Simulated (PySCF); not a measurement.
PySCF 2.14.0, PBE0/def2-svp, df: octafluoropropane (FC(F)(F)C(F)(F)C(F)(F)F), 11 atoms. The geometry is a generated start, not checked to be a minimum at this level.

- task = energy
- method = pbe0
- basis = def2-svp
- two-electron scheme = density fitting
- mol.max_memory = 3000 MB
- mf.max_cycle = 100
- mf.init_guess = minao (default)
- mf.DIIS = CDIIS (default)
- mf.diis_space = 8 (default)
- mf.conv_tol = 1e-09 (default)
- mf.grids.level = 3 (default)
- basis functions = 154
- grid points = 156456

```xyz
11

F      1.1072     1.1904    -1.1774
C      1.2706     0.3102    -0.1966
F      1.4770     0.9791     0.9322
F      2.3545    -0.4059    -0.4591
C      0.0232    -0.6177    -0.0713
F      0.2443    -1.5180     0.9010
F     -0.1381    -1.2915    -1.2217
C     -1.2886     0.1636     0.2508
F     -1.5496     1.0589    -0.6952
F     -2.3155    -0.6707     0.3265
F     -1.1850     0.8016     1.4107
```

One run each on 2 threads, 1 BLAS thread. Values of level_shift (Hartree) tried: 0 (default), 0.1, 0.3, 1.

**Question.** How does the count of Fock builds change with level_shift (Hartree), and where is it least?

**Answer.** Fewest Fock builds, within one of each other: 0 (default) with 12, 0.1 with 12. The count rises to 22 at 1. All converge to one solution.

| level_shift (Hartree) | Fock builds | end |
|---|---|---|
| 0 (default) | 12 | same solution |
| 0.1 | 12 | same solution |
| 0.3 | 14 | same solution |
| 1 | 22 | same solution |
